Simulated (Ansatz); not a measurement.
## Response to strain in CdS

The parent structure is CdS in the zinc blende structure (space group F-43m, No. 216; a = 5.824 Å). Axes: x, y, z lie along the cube axes.

Strains are applied to the cell and any free atomic positions relax; under biaxial strain the out-of-plane vector relaxes too.

Levels (all Ansatz, a quantum-chemistry and plane-wave program, PAW): PBEsol (420 eV, without spin-orbit coupling); r2SCAN (500 eV, without spin-orbit coupling); HSE06 (420 eV, spin-orbit coupling left out).

Band gaps by level, all at the geometries relaxed with PBEsol:

```tsv
case	PBEsol	r2SCAN	HSE06
base	1.01 eV	1.61 eV	2.17 eV
biaxial strain −1.12 %, plane normal [001], relaxed out of plane	0.99 eV	1.59 eV	2.16 eV
biaxial strain −1.04 %, plane normal [001], relaxed out of plane	1.00 eV	1.59 eV	2.16 eV
biaxial strain +0.71 %, plane normal [001], relaxed out of plane	0.97 eV	1.56 eV	2.13 eV
uniaxial strain ε_yy = −2.10 %	1.01 eV	1.61 eV	2.18 eV
tensor shear ε_yz = +0.79 %	0.98 eV	1.57 eV	2.14 eV
```

Single points use the geometry relaxed with PBEsol. Stability against distortions was not tested.
